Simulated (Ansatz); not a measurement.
Cost and result by functional for the surface energy of the (010) surface of MnP-type NiSi in its 1x1 cell (cut with top plane 2 Ni + 2 Si, bottom plane 2 Ni + 2 Si), outermost plane spacing 1.68 Å in the ideal cut, in Ansatz (plane waves, PAW). Single points on the PBE structure, on one kind of machine; costs are rough ratios of the slab run's core time (references not counted) to the cheapest single point. r2SCAN's cost holds its higher cutoff (500 against 420 eV). Differences are taken against r2SCAN for comparison alone: no measured value is at hand, so the table doesn't rank accuracy.

Set-up: 28 atoms, Ni14Si14, 10.1 Å thick at the start (thin: gaps and levels are the slab's own); mesh 7x7x1; 0.1 eV smearing; dipole correction on; all atoms relaxed; symmetry of the start imposed; no spin (magnetic order not tried), no spin-orbit, no U. These notes are the PBE run's.

```csv
functional,relative cost,surface energy (J/m²),less r2SCAN (J/m²)
RPBE,1,1.67,-0.32
PBEsol,1,2.10,0.11
LDA,1,2.18,0.19
r2SCAN,2,1.99,0.00
PBE (the relaxed run's value),–,1.83,-0.16
```

The values span 0.51 J/m², while the single points' costs differ by a factor of roughly 2. Differences are of unrounded values.

Ansatz is a first-principles code.
